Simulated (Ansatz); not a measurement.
Base system: GaP in the zinc blende structure (space group F-43m, No. 216; a = 5.4386 Å). Axes: x, y, z lie along the cube axes.

Method: PBEsol (Ansatz, an electronic-structure program), scalar-relativistic without spin-orbit coupling.

Before the change:

```
Property                             Value
---------------------  -------------------
Valence-band top at Γ  0.00, 0.00, 0.00 eV
```

One thing is altered: uniaxial strain ε_zz = +1.00 %, all other strain components held at zero; the atoms relax in the strained cell.

Predict the new stress.

The stress (xx, yy, zz, yz, xz, xy; compression positive) amounts to (-0.58, -0.58, -1.33, 0.00, 0.00, 0.00) GPa.

Estimate the effect on the valence-band top at Γ.

The valence-band top at Γ (three highest levels, from the VBM) becomes 0.00, 0.00, -0.06 eV (base: 0.00, 0.00, 0.00 eV).

Predict the new energy relative to the base.

The energy goes up by 0.8 meV/atom.

Stability against distortions was not tested.
